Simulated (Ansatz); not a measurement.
## BeTe with two functionals, Te → Se

Take BeTe in the zinc blende structure (space group F-43m, No. 216; a = 5.664 Å) as the base.

(Cell as relaxed with PBE.)

Levels (all Ansatz, a program for electronic structure, PAW): PBE (420 eV, without spin-orbit coupling); PBEsol (420 eV, no SOC).

Each level relaxes its own structure.

```csv
base,PBE,PBEsol
volume per atom,22.71 Å³,22.00 Å³
lattice parameter a,5.664 Å,5.604 Å
band gap,2.03 eV,1.84 eV
```

It is then changed as follows: every Te is replaced by Se, then cell and atoms are relaxed.

```tsv
quantity	PBE	PBEsol
band gap	2.67 eV	?
shift of the gap caused by the change	+0.65 eV	?
smallest direct gap	4.22 eV	?
electron mass	0.90 mₑ along k, 0.27 mₑ across (at X)	?
```

Problem. Predict the PBEsol column.

Solution. 
- band gap, PBEsol: 2.47 eV
- shift of the gap caused by the change, PBEsol: +0.63 eV
- smallest direct gap, PBEsol: 4.28 eV
- electron mass, PBEsol: 0.84 mₑ along k, 0.26 mₑ across (at X)

PBE's band gap lies 0.208 eV above PBEsol's; PBE's smallest direct gap lies 0.06 eV below PBEsol's. Neither level is exact; PBEsol is the comparison here, not a measurement.

Spin-orbit coupling, missing from the scalar runs, can matter with Te. Effective masses come from finite differences of ±0.01 Å⁻¹. Along k means along the line from Γ to the band edge. Whether these cells are dynamically stable was not tested.
